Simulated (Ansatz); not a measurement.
The reference is Os in the hcp (Mg type) structure (space group P6_3/mmc, No. 194; a = 2.738 Å, c = 4.318 Å; relaxed with 0.1 eV smearing). Axes: x lies along a and z along c of the hexagonal cell.

The values are results of r2SCAN/PAW in Ansatz (an electronic-structure program), no spin-orbit coupling, not measurements.

Before the change:

The band gap is zero.

Now apply this change: the symmetric strain tensor [-0.0016 0.0064 0.0027; 0.0064 -0.0243 0.0095; 0.0027 0.0095 -0.0193]; the atoms relax in the strained cell.

Q: How does this affect the stress, band gap and energy relative to the base?

A: The stress (xx, yy, zz, yz, xz, xy; compression positive) amounts to (13.4, 27.4, 26.4, -6.2, -1.7, -4.2) GPa; the band gap is still zero; the energy increases by 57 meV/atom.

No phonon test of stability was made. All final runs are without spin polarisation.
